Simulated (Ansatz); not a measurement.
Fluorite HfO2 (high-temperature phase), treated with PBE0 (PAW; Ansatz, an electronic-structure program).

Settings: plane-wave cutoff 520 eV, 8×8×8 k mesh, scalar-relativistic PAW data made under PBE.

Computed at the level's own relaxed cell.

Hill averages of the elastic tensor: K = 272.1 GPa, G = 126.9 GPa. Volume 10.775 Å³/atom, mean atomic mass 70.163 u.

Task: Work out the density, the sound velocities of a polycrystal and the elastic Debye temperature at this level.

Result: ρ = 1.66054 × 70.163/10.775 = 10.813 g/cm³. v_l = √[(K + 4G/3)/ρ] = 6.388 km/s and v_t = √(G/ρ) = 3.426 km/s. The mean follows from 3/v_m³ = 1/v_l³ + 2/v_t³: v_m = 3.826 km/s. Θ_D = (ħ/k_B) v_m (6π²/V)^(1/3) = 76.38 K Å s/km × 3.826 × 1.7647 Å⁻¹ = 516 K, counting all atoms of the cell.

Note: symmetry holds this phase in the static calculation, where it need not be a minimum; held by symmetry at 0 K, a high-temperature phase can be a saddle point.
